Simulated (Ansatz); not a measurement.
The starting structures come from a database of crystals and need not be the phases stable at ambient conditions.

By PBEsol, the system below comes out a metal.

Consider the following.

```yaml
crystal:
  lattice:
    - [5.24381, 0.00000, 0.00000]
    - [0.00000, 7.13248, 0.00000]
    - [0.00000, 3.56624, 2.05897]
  atoms:
    - { symbol: Ni, position: [0.50000, 0.00000, 0.00000] }
    - { symbol: Ni, position: [0.00000, 0.00000, 0.00000] }
    - { symbol: Bi, position: [0.75000, 0.66667, 0.00000] }
    - { symbol: Bi, position: [0.25000, 0.33333, 0.00000] }
```

Space group of this cell: P6_3/mmc, NiAs type. The cell is taken as given; by PBEsol its mean pressure is -2.1 GPa.

The current flows along the normal of the first two printed cell vectors, the (110) plane of the conventional cell. No spin-orbit coupling; the value is a mean over 0.1 eV about the Fermi level.

**Question.** Predict the ballistic conductance per area from PBEsol run with Ansatz (a program for electronic structure).

**Answer.** 0.90 × 10¹⁵ S/m² for both spins.
